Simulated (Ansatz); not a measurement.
MnGe (model structure, started from the WC type, P-6m2, No. 187, 2 atoms in the cell)

All values below come from PBE-D3(BJ) (Ansatz, a program for electronic structure, PAW).

Numerical settings: plane-wave cutoff 500 eV, 18×18×12 k mesh (along the axes of the cell as run), Fermi–Dirac smearing 0.05 eV, spin-polarised with parallel moments, scalar-relativistic PAW data made under PBE.

Cell (relaxed at this level):

MnGe is modelled in the hexagonal space group P-6m2 (No. 187), Pearson symbol hP2. Cell: a = b = 2.884 Å, c = 3.682 Å, α = β = 90.00°, γ = 120.00°. Mn on 1a has 6 Ge at 2.482 Å and 6 Mn at 2.884 Å. Ge on 1f is coordinated by 6 Mn at 2.482 Å. (Neighbours: up to the widest gap in distance over summed covalent radii, below 1.35, at either atom; cation-cation and far metal-metal contacts left out.)

```yaml
band_gap: zero (no gap)
```

Note: the magnetic order was assumed, not searched for or taken from measurement; the relaxation could raise the start's symmetry but not lower it, so the cell can be a saddle point.

Spin–orbit coupling is not included.

Static lattice: no zero-point or thermal effects.

Cost on a shared machine: very roughly 2.8 core-minutes.

A model structure was made by putting elements into a prototype or built by hand; it is no filed structure, need not be a known phase, and can be a saddle point held by its symmetry.
